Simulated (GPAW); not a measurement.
## Short convergence ladders for As (R-3m, 2 atoms in the cell)

```
CELL_PARAMETERS angstrom
      3.69877    -1.88940     0.00000
      3.69877     1.88940     0.00000
      2.73362     0.00000     3.12698
ATOMIC_POSITIONS crystal
  As 0.23172 0.23172 0.23172
  As 0.77300 0.77300 0.77300
```

Base method: PBE, GPAW PAW datasets PBE (gpaw-data 1.0.1) (plane waves; GPAW 25.7.0).

Base settings: mode = pw; ecut = 600 eV; xc = PBE; kpts = 5 5 5; mesh shift (steps) = 0 0 0; occupations.name = fermi-dirac; occupations.width = 0.1 eV; nbands = -10; symmetry.symmorphic = false; symmetry.tolerance = 0.0005.

The count of work is k-points × plane waves × bands × iterations; it is no time. Core times come from one kind of shared machine, to one figure; runs under 30 s give none.

**The k-point mesh**

The second cell is the first with its lattice scaled by 0.98.

Only quantities that move along the ladder and can be compared are tabulated.

| kpts | free energy less the last step's (meV/atom) | energy of the compressed cell less the first (meV/atom) | pressure (GPa) | largest difference of a force vector from the last step's (eV/Å) | count of work / last | core time / last (rough) |
|---|---|---|---|---|---|---|
| 2 2 2 | 988.41 | 117.49 | 12.12 | 2.388 | 0.023 | – |
| 4 4 4 | -29.52 | 27.85 | 0.99 | 0.331 | 0.076 | – |
| 5 5 5 | -22.46 | 26.11 | 0.77 | 0.170 | 0.10 | – |
| 7 7 7 | -10.09 | 27.32 | 0.93 | 0.050 | 0.21 | – |
| 9 9 9 | -3.55 | 27.54 | 0.99 | 0.018 | 0.45 | 0.5 |
| 11 11 11 | -0.91 | 27.43 | 0.99 | 0.001 | 0.77 | 1 |
| 12 12 12 | 0.00 | 27.69 | 1.01 | 0.000 | 1.0 | 1 |

Coarsest kpts that holds the energy of the compressed cell less the first within 2 meV/atom of the last step, with all finer ones: 4 4 4, at 0.076 of the last step's count of work; the step before is off by 90 meV/atom.

Coarsest kpts that holds the free energy within 2 meV/atom of the last step, with all finer ones: 11 11 11; the step before is off by 3.5 meV/atom.

Coarsest kpts that holds the forces within 0.01 eV/Å of the last step, with all finer ones: 11 11 11; the step before is off by 0.018 eV/Å.

The energy difference between the two cells stays within 1 meV/atom of the last step's from 7 7 7 on, the total only from 11 11 11 on: much of the error is common to both cells and cancels.

**The k-point mesh at a smearing width of 0.05 eV**

In this ladder: occupations.width = 0.05 eV.

The second cell is the first with its lattice scaled by 0.98.

Only quantities that move along the ladder and can be compared are tabulated.

```tsv
kpts	free energy less the last step's (meV/atom)	energy of the compressed cell less the first (meV/atom)	pressure (GPa)	largest difference of a force vector from the last step's (eV/Å)	count of work / last	core time / last (rough)
4 4 4	-28.75	28.35	1.06	0.315	0.0097	–
7 7 7	-11.00	27.55	0.94	0.036	0.027	–
10 10 10	-2.91	27.66	0.99	0.016	0.079	0.1
12 12 12	-1.09	27.96	1.04	0.012	0.13	0.1
17 17 17	0.28	28.09	1.06	0.007	0.33	0.5
25 25 25	0.00	28.07	1.06	0.000	1.0	1
```

Coarsest kpts that holds the pressure within 0.1 GPa of the last step, with all finer ones: 10 10 10, at 0.079 of the last step's count of work and about 0.1 of the last step's time; the step before is off by 0.11 GPa.

Coarsest kpts that holds the energy of the compressed cell less the first within 0.2 meV/atom of the last step, with all finer ones: 12 12 12, at 0.13 of the last step's count of work and about 0.1 of the last step's time; the step before is off by 0.41 meV/atom.

The energy difference between the two cells stays within 1 meV/atom of the last step's from 4 4 4 on, the total only from 17 17 17 on: much of the error is common to both cells and cancels.

**The mesh under tetrahedron occupations**

In this ladder: occupations.name = improved-tetrahedron-method; occupations.width = default.

Only quantities that move along the ladder and can be compared are tabulated.

```csv
kpts,free energy less the last step's (meV/atom),pressure (GPa),largest difference of a force vector from the last step's (eV/Å),count of work / last,core time / last (rough)
5 5 5,-20.53,0.74,0.166,0.024,–
7 7 7,-10.38,0.92,0.036,0.051,–
10 10 10,-2.46,1.06,0.003,0.15,0.2
16 16 16,-0.11,1.09,0.003,0.53,0.4
20 20 20,0.00,1.09,0.000,1.0,1
```

Coarsest kpts that holds the pressure within 0.05 GPa of the last step, with all finer ones: 10 10 10, at 0.15 of the last step's count of work and about 0.2 of the last step's time; the step before is off by 0.17 GPa.

Coarsest kpts that holds the forces within 0.01 eV/Å of the last step, with all finer ones: 10 10 10, at 0.15 of the last step's count of work and about 0.2 of the last step's time; the step before is off by 0.036 eV/Å.

Coarsest kpts that holds the free energy within 5 meV/atom of the last step, with all finer ones: 10 10 10, at 0.15 of the last step's count of work and about 0.2 of the last step's time; the step before is off by 10 meV/atom.

On the base run: the starting cell has typed, rounded lattice constants, without a prior relaxation at this level. Its lattice was rescaled by up to half a per cent. One atom was moved a little off its site on purpose. Without a gap this mesh is coarse (it stands for a supercell whose shortest vector is 19 Å).
